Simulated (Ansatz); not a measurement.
## Converging the k-point mesh: Pt (Fm-3m, 1 atom in the cell)

```yaml
crystal:
  lattice:
    - [0.00000, 1.95412, 1.95412]
    - [1.95412, 0.00000, 1.95412]
    - [1.95412, 1.95412, 0.00000]
  atoms:
    - { symbol: Pt, position: [0.00000, 0.00000, 0.00000] }
```

Computed with PBEsol, default PAW files made with PBE (plane waves; Ansatz, a program for electronic structure).

Base settings: basis.ecutwfc = 420 eV; kpoints.mp_grid.grid = 14 14 14; hamiltonian.xc = pbesol; hamiltonian.pseudopotentials = {kind: paw} (the program's default PAW files); scf.occupations.method = gaussian; scf.occupations.width = 0.1 eV.

The second cell is the first with its lattice scaled by 0.98.

Only quantities that move along the ladder and can be compared are tabulated.

The count of work is k-points × plane waves × bands × iterations; it is no time. 

The starting cell has typed, rounded lattice constants, without a prior relaxation at this level. Its lattice was rescaled by up to half a per cent. Spin polarisation is off. Ansatz's pressure includes its estimate of the finite-basis (Pulay) stress.

| kpoints.mp_grid.grid | free energy less the last step's (meV/atom) | energy of the compressed cell less the first (meV/atom) | pressure (GPa) | count of work / last |
|---|---|---|---|---|
| 2 2 2 | 4680.07 | 482.67 | 71.51 | 0.0012 |
| 3 3 3 | 640.11 | 125.72 | 11.86 | 0.0015 |
| 4 4 4 | -117.74 | 58.23 | 0.56 | 0.0031 |
| 5 5 5 | 312.81 | 98.90 | 7.53 | 0.0038 |
| 6 6 6 | -113.56 | 51.25 | -0.49 | 0.0062 |
| 7 7 7 | 40.48 | 77.16 | 3.91 | 0.0077 |
| 8 8 8 | 11.31 | 63.62 | 1.62 | 0.011 |
| 9 9 9 | -28.78 | 64.63 | 1.81 | 0.013 |
| 10 10 10 | 16.91 | 67.93 | 2.37 | 0.018 |
| 11 11 11 | -8.03 | 65.33 | 1.93 | 0.022 |
| 12 12 12 | -1.53 | 67.62 | 2.38 | 0.028 |
| 14 14 14 | -6.92 | 66.21 | 2.09 | 0.040 |
| 15 15 15 | 1.56 | 67.11 | 2.26 | 0.046 |
| 17 17 17 | -2.56 | 66.68 | 2.18 | 0.063 |
| 19 19 19 | -0.75 | 66.73 | 2.18 | 0.085 |
| 21 21 21 | 1.29 | 66.73 | 2.19 | 0.11 |
| 25 25 25 | -0.55 | 66.77 | 2.20 | 0.17 |
| 28 28 28 | 0.17 | 66.81 | 2.20 | 0.24 |
| 31 31 31 | 0.26 | 66.78 | 2.20 | 0.31 |
| 35 35 35 | 0.00 | 66.83 | 2.21 | 0.44 |
| 39 39 39 | 0.01 | 66.75 | 2.19 | 0.59 |
| 43 43 43 | 0.12 | 66.83 | 2.21 | 0.78 |
| 47 47 47 | 0.00 | 66.78 | 2.20 | 1.0 |

Coarsest kpoints.mp_grid.grid that holds the energy of the compressed cell less the first within 2 meV/atom of the last step, with all finer ones: 10 10 10, at 0.018 of the last step's count of work; the step before is off by 2.2 meV/atom.

Coarsest kpoints.mp_grid.grid that holds the pressure within 0.5 GPa of the last step, with all finer ones: 9 9 9, at 0.013 of the last step's count of work; the step before is off by 0.58 GPa.

Coarsest kpoints.mp_grid.grid that holds the free energy within 2 meV/atom of the last step, with all finer ones: 19 19 19, at 0.085 of the last step's count of work; the step before is off by 2.6 meV/atom.

The energy difference between the two cells stays within 1 meV/atom of the last step's from 12 12 12 on, the total only from 25 25 25 on: much of the error is common to both cells and cancels.

Keys are those of Ansatz 0.2.
